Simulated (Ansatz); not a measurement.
The parent structure is Pb in the fcc (Cu type) structure (space group Fm-3m, No. 225; a = 4.934 Å; relaxed with 0.1 eV smearing).

Computed with PBEsol/PAW in Ansatz (an electronic-structure program), scalar-relativistic without spin-orbit coupling.

Strains are applied to the cell and any free atomic positions relax.

One change was made to it. Results:

The pressure goes from zero to 2.4 GPa; the energy grows by 9.5 meV/atom.

What was done to the base?
A. isotropic strain +0.50 %
B. isotropic strain −1.50 %
C. isotropic strain +1.50 %
D. isotropic strain +2.50 %
E. isotropic strain −0.50 %

B, isotropic strain −1.50 %. For comparison, the pressure in the other runs: isotropic strain −0.50 % gives 0.7 GPa; isotropic strain +2.50 % gives -2.9 GPa; isotropic strain +0.50 % gives -0.7 GPa; isotropic strain +1.50 % gives -1.9 GPa.

Stability against distortions was not tested.
